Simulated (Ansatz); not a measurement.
Here is the system:

End structure of a constructed model of the (111) surface of fcc Rh, a pseudomorphic layer of Ir in the other hollow (bottom of the slab: a bare face, its two planes held):

```
CELL_PARAMETERS angstrom
      2.70822     0.00000     0.00000
     -1.35411     2.34539     0.00000
      0.00000     0.00000    30.00000
ATOMIC_POSITIONS crystal
  Rh 0.33333 0.66667 0.27404
  Rh 0.66667 0.33333 0.34775
  Rh 0.00000 0.00000 0.42076
  Rh 0.33333 0.66667 0.49470
  Rh 0.66667 0.33333 0.56846
  Rh 0.00000 0.00000 0.64240
  Ir 0.66667 0.33333 0.71535
```

Set-up: 7 atoms, 13.6 Å thick at the start with caps and adatoms (thin: gaps and levels are the slab's own); mesh 16x16x1; 0.1 eV smearing; dipole correction on; 2 atoms held, the rest relaxed; symmetry of the start imposed; no spin, no spin-orbit, no U. In PBE it lies 0.06 eV a 1x1 cell over the lowest computed structure of the same composition (a pseudomorphic layer of Ir in the host's stacking).

**Question.** What work function of the top face does PBE (Ansatz, a first-principles code) give?

**Answer.** 5.56 eV
